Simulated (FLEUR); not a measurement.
Worked example: self-consistent single point of CaCd2 (Imma, 6 atoms in the cell) in FLEUR.

Method: PBEsol, all-electron FLAPW (FLEUR), scalar-relativistic valence run with FLEUR.

```xyz
6
Lattice="-2.4689 3.7888 4.1979 2.4689 -3.7888 4.1979 2.4689 3.7888 -4.1979" Properties=species:S:1:pos:R:3 pbc="T T T"
Ca     0.0000     1.8944     4.5459
Ca     2.4689     1.8944    -0.3480
Cd     0.0000     3.4260     1.3815
Cd     2.4689     0.3628     2.8164
Cd     0.0000     0.3628     1.3815
Cd     2.4689     3.4260     2.8164
```

Reference input (self-consistent single point, DFT, LDA (Vosko-Wilk-Nusair), all-electron FLAPW (FLEUR), scalar-relativistic valence): Kmax = 4 1/bohr; GmaxXC = 14 1/bohr; xcFunctional = vwn; jspins = 1; l_soc = F; mode = hist; fermiSmearingEnergy = 0.00367493 Htr; mesh (inpgen div1-3) = 4 4 4; inpgen gamma flag = true; Gmax = 14 1/bohr; numbands = 0; maxIterBroyd = 99. This run's input differs from it in these lines:

```diff
@@ -18,3 +18,3 @@
 &comp jspins=1 /
-&exco xctyp='vwn' /
+&exco xctyp='PBEs' /
 &kpt div1=4 div2=4 div3=4 gamma=t /
@@ -31,3 +31,3 @@
       <coreElectrons ctail="T" frcor="F" kcrel="0" coretail_lmax="0"/>
-      <xcFunctional name="vwn" relativisticCorrections="F"/>
+      <xcFunctional name="PBEs" relativisticCorrections="F"/>
       <magnetism jspins="1"/>
```

Log, with long lists cut:

```
 Iteration:     1   Distance:       5.52067262 me/bohr^3
 Iteration:     2   Distance:       4.86770981 me/bohr^3
 Iteration:     3   Distance:       2.49133164 me/bohr^3
 Iteration:     4   Distance:       1.06077060 me/bohr^3
 Iteration:     5   Distance:       0.43743285 me/bohr^3
   [... 8 lines left out ...]
 Iteration:    14   Distance:       0.00009074 me/bohr^3
 Iteration:    15   Distance:       0.00001905 me/bohr^3
 Iteration:    16   Distance:       0.00002102 me/bohr^3
 Iteration:    17   Distance:       0.00000403 me/bohr^3
 Reset of history
 Run finished successfully
 Stop message:
   Structural relaxation: new displacements generated

[file out, last iteration]
             iter=     18
[...]
          total density-effective poten   -3.9048910019E+04
          total charge density-energy d   -6.7907022340E+02
 Updated energy parameters for spin:           1
[...]
 fermi energy and band-weighting factors:
   [... 6 lines left out ...]

[...]
FERMIE:
          first approx. to ef    (T=0)  :   0.216762 htr   (energy of the highest occ. eigenvalue)
          number of occ. states  (T=0)  :        827
          first approx. to seigv (T=0)  : -65.924032 htr
          sum of weights of occ. states :  46.031250
          sum of semicore charge        :   0.000000 e
FERHIS:  Fermi-Energy by histogram:
          bandgap                     :   0.000983 htr
   [... lines left out ...]
          charge neutrality (T=0)     :   0.062500    (zero if the highest occ. eigenvalue is "entirely" occupied)
     EF_NEWTON:  Adjust Fermi-Energy by Newton-Method.
 Direct bandgap for spin            1 :    1.0781827403408745E-002  Htr
 ---->    free energy=                    -23732.9190541605 htr
   [... lines left out ...]
      extrapolation for T->0
 ---->    total electron energy=          -23732.9166120169 htr
 ***** TOTAL FORCES ON ATOMS *****
 TOTAL FORCE FOR ATOM TYPE=  1  X=  0.000   Y=  3.580   Z= -7.275
                       FX_TOT= 0.000000 FY_TOT= 0.000000 FZ_TOT=-0.000246
 TOTAL FORCE FOR ATOM TYPE=  2  X=  4.666   Y= -0.686   Z= -5.322
                       FX_TOT= 0.000000 FY_TOT= 0.000616 FZ_TOT=-0.000048
```

The run converged in 17 iterations. FLEUR gives forces in its relaxation mode, with a further iteration, so its stop message speaks of a relaxation. Against the reference run the largest force goes from 0.037 to 0.032 eV/Å.

The starting cell comes from a database of computed structures (which also holds hypothetical and non-ambient phases and stackings), without a prior relaxation at this level. Values depend on the basis (sphere radii, cutoffs, local orbitals), which need not be converged. The log's line on a gap gives a spacing of levels on this mesh, which the program prints for metals too.

Cost on one core of a shared machine: roughly 4 min.
